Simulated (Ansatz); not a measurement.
**Response to strain in KTaO3**

The parent structure is KTaO3 in the cubic perovskite structure (space group Pm-3m, No. 221).

```xyz
5
Lattice="3.9853 0.0000 0.0000 0.0000 3.9853 0.0000 0.0000 0.0000 3.9853" Properties=species:S:1:pos:R:3 pbc="T T T"
K      0.0000     0.0000     0.0000
Ta     1.9926     1.9926     1.9926
O      1.9926     0.0000     1.9926
O      0.0000     1.9926     1.9926
O      1.9926     1.9926     0.0000
```

Cartesian axes are those of the cell as printed.

Strains are applied to the cell and any free atomic positions relax; under biaxial strain the out-of-plane vector relaxes too.

All numbers come from PBEsol (Ansatz, a program for electronic structure), no SOC.

| biaxial strain, plane normal [111], relaxed out of plane (%) | out-of-plane strain (%) |
|---|---|
| -2.5 | 2.14 |
| -2 | 1.69 |
| -1.5 | 1.26 |
| -1 | ? |
| -0.5 | 0.41 |
| 0 | 0.00 |

**Question.** Fit ε⊥ = −νε + γε² (strains in %) to the rows shown and predict the withheld row.

**Answer.** Least squares on the printed values gives ν = 0.81 (the biaxial Poisson response) and γ = 0.017 (largest residual 0.00 %); this predicts 0.83 %, and the run gives 0.83 %, in agreement.

Whether these cells are dynamically stable was not tested.
